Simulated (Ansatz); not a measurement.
We look at the formation energy of Os_Al in Al (fcc, Fm-3m). Reaction: Os (hcp) + 63 Al (fcc) → cell A.

Cell A: a supercell of 64 sites of Al (fcc, Fm-3m) with Os on an Al site (12 Al at 2.79 Å); spin state with PBE: run without spin, k-point mesh 4×4×4.
```xyz
64
Lattice="11.4285 0.0000 0.0000 5.7142 9.8973 0.0000 5.7142 3.2991 9.3313" Properties=species:S:1:pos:R:3 pbc="T T T"
Al     0.0000     0.0000     0.0000
Al     1.4285     0.8248     2.3328
Al     2.8571     1.6496     4.6656
Al     4.2857     2.4743     6.9985
Al     1.4285     2.4743     0.0000
Al     2.8415     3.3149     2.3440
Al    15.6926     4.1363     4.6672
Al     5.7142     4.9486     6.9985
Al     2.8571     4.9487     0.0000
Al     4.2642     5.7790     2.3440
Al     5.7142     6.5982     4.6656
Al     7.1643     7.4174     6.9873
Al     4.2857     7.4230     0.0000
Al     5.7142     8.2478     2.3328
Al    18.5927     9.0601     4.6641
Al     8.5869     9.8815     6.9873
Al     2.8571     0.0000     0.0000
Al     4.2916     0.8034     2.3440
Al    11.4285    11.5220     4.6672
Al     7.1428     2.4743     6.9985
Al     4.2916     2.4778    -0.0239
Al     5.7142     3.2991     2.3328
Al     7.1643     4.1363     4.6672
Al     8.5494     4.9360     7.0164
Al     5.7142     4.9418    -0.0239
Al     7.1643     5.7790     2.3440
Al     8.6382     6.5982     4.6656
Al    10.0333     7.4037     6.9439
Al     7.1428     7.4230     0.0000
Al     8.5494     8.2604     2.3149
Al    10.0333     9.0146     4.6656
Al    11.4285     9.9227     7.0164
Al     5.7142     0.0000     0.0000
Al     7.1369     0.8034     2.3440
Al     8.5713     1.6496     4.6656
Al    10.0058     2.4957     6.9873
Al     7.1369     2.4778    -0.0239
Al     8.5869     3.3149     2.3440
Al    10.0333     4.1818     4.6656
Al    11.4285     4.9873     6.9439
Al     8.5713     4.9487     0.0000
Al    10.0333     5.7927     2.3874
Os    11.4285     6.5982     4.6656
Al    12.8236     7.4037     6.9439
Al    10.0058     7.4196     0.0239
Al    11.4285     8.2092     2.3874
Al    12.8236     9.0146     4.6656
Al    14.2700     9.8815     6.9873
Al     8.5714     0.0000     0.0000
Al    15.7141    10.7221     2.3328
Al    17.1427    11.5717     4.6641
Al    12.8511     2.4957     6.9873
Al     9.9999     2.4743     0.0000
Al    11.4285     3.2738     2.3149
Al    12.8236     4.1818     4.6656
Al    14.3075     4.9360     7.0164
Al    11.4285     4.9555     0.0239
Al    12.8236     5.7927     2.3874
Al    14.2187     6.5982     4.6656
Al    15.6926     7.4174     6.9873
Al    12.8511     7.4196     0.0239
Al    14.3075     8.2604     2.3149
Al    15.6926     9.0601     4.6641
Al    17.1427     9.8973     6.9985
```

Reference: Os (hcp, P6₃/mmc), 2 atoms in the cell; spin state with PBE: run without spin, k-point mesh 30×30×14 on the run's own vectors. Conventional cell: a = 2.7545 Å, b = 2.7545 Å, c = 4.3470 Å, α = 90.00°, β = 90.00°, γ = 120.00°.

Reference: Al (fcc, Fm-3m), 64 atoms in the cell, the relaxed perfect crystal repeated, atoms not moved again, k-point mesh 4×4×4 on the run's own vectors.

Plane-wave PAW calculations with Ansatz (an electronic-structure program), its PAW set soft_1, cutoff 420 eV. The structures are at rest with PBE, within the held lattices. Neutral cells; Fermi-Dirac smearing of at most 0.10 eV in the solids, energies taken to zero width. Larger cells are relaxed from a start prepared with the learned potential CHGNet, on a coarser mesh till forces fall under 0.03 eV/Å, which some starts already meet. A dispersion term (D3(BJ), or D4 for r2SCAN) was computed beside these levels and is taken off wherever the name lacks it. Space groups of crystals are read within 0.01 Å. Static lattices, no vibrational contributions. No structure search was made; lower ones may exist. Spin-orbit coupling is left out. Values are for these cell sizes. Mesh and cell size may move defect energies by 0.1 eV or more. Cell A has symmetry Fm-3m within 0.02 Å and got no random move, so less symmetric positions, which may lie lower, weren't tried.

Predict the value from PBE.

-0.92 eV, for Os (hcp) + 63 Al (fcc) → cell A.
